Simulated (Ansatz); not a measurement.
System: MgO (model structure, started from the CsCl type, Pm-3m, No. 221, 2 atoms in the cell; like a known high-pressure phase). Method: r²SCAN in Ansatz (plane waves, PAW).

Settings: plane-wave cutoff 560 eV, 14×14×14 k mesh, Fermi–Dirac smearing 0.01 eV, scalar-relativistic PAW data made under PBE.

Cell (relaxed at this level):

```
MgO
1.0
    2.62335     0.00000     0.00000
    0.00000     2.62335     0.00000
    0.00000     0.00000     2.62335
Mg O
1 1
Direct
  0.00000   0.00000   0.00000
  0.50000   0.50000   0.50000
```

### Question
Estimate the band gap and bulk modulus that the calculation returns.

### Answer

- band gap: 3.49 eV (on the SCF k mesh)
- bulk modulus: 158 GPa

Note: the bulk modulus is −V dP/dV from two relaxed cells at ±2 % in volume.

Static lattice: no zero-point or thermal effects.

It cost about 20 core-seconds (a rough figure) of CPU time.

A model structure was made by putting elements into a prototype or built by hand; it is no filed structure, need not be a known phase, and can be a saddle point held by its symmetry.

Ansatz is a quantum-chemistry and plane-wave program.
